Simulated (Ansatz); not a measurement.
Take LiF in the CsCl type structure (space group Pm-3m, No. 221; a model cell, its experimental status unchecked) as the base.

```
CELL_PARAMETERS angstrom
      2.51654     0.00000     0.00000
      0.00000     2.51654     0.00000
      0.00000     0.00000     2.51654
ATOMIC_POSITIONS crystal
  Li 0.00000 0.00000 0.00000
  F  0.50000 0.50000 0.50000
```

Cartesian axes are those of the cell as printed.

Method: r2SCAN (Ansatz, an electronic-structure program, PAW, no spin-orbit coupling).

For the base:

The smallest direct gap comes out as 9.64 eV. The pressure comes out as 0.00 GPa and the volume per atom is 7.97 Å³.

Now apply this change: compressive biaxial strain of 1.45 % in the plane normal to [110], as in epitaxy on a mismatched substrate; the out-of-plane cell vector and the atoms relax.

**Question.** What happens to the smallest direct gap?

**Answer.** The smallest direct gap decreases by 0.04 eV (9.64 eV → 9.60 eV).

**Question.** What happens to the pressure?

**Answer.** The pressure (mean of the normal stresses, compression positive) goes from zero to 0.81 GPa.

**Question.** Predict the new volume per atom.

**Answer.** The volume per atom decreases by 0.08 Å³ (7.97 Å³ → 7.89 Å³).

**Question.** What does the calculation give for the energy relative to the base after the change?

**Answer.** The energy goes up by 0.9 meV/atom.

No phonon test of stability was made. This is not the structure that LiF has at room temperature and ambient pressure.
